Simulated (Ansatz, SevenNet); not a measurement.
**NbAs (I4₁md, No. 109, 4 atoms in the cell; start mp-2059): properties by level of theory**

```
level (code)           equilibrium lattice constant a (Å)  lattice parameter c (Å)
---------------------  ----------------------------------  -----------------------
SevenNet-0                                          3.491                   11.813
r²SCAN+rVV10 (Ansatz)                               3.451                   11.721
HSE06 (Ansatz)                                      3.439                   11.664
```

Caveats: exact exchange on metals is sensitive to the k mesh and can open a false gap (HSE06); the relaxation could not lower the start's symmetry, so the cell can be a saddle point above a distorted one (SevenNet-0, r²SCAN+rVV10, HSE06); the run warned that the count of filled bands differs between k points (HSE06). Ansatz's density-functional and Hartree–Fock values are scalar-relativistic unless marked +SOC, with PAW data made under PBE.

Static lattice: no zero-point or thermal effects.

A start named mp-… is a Materials Project structure, which need not be a measured phase.

Ansatz is a first-principles code.
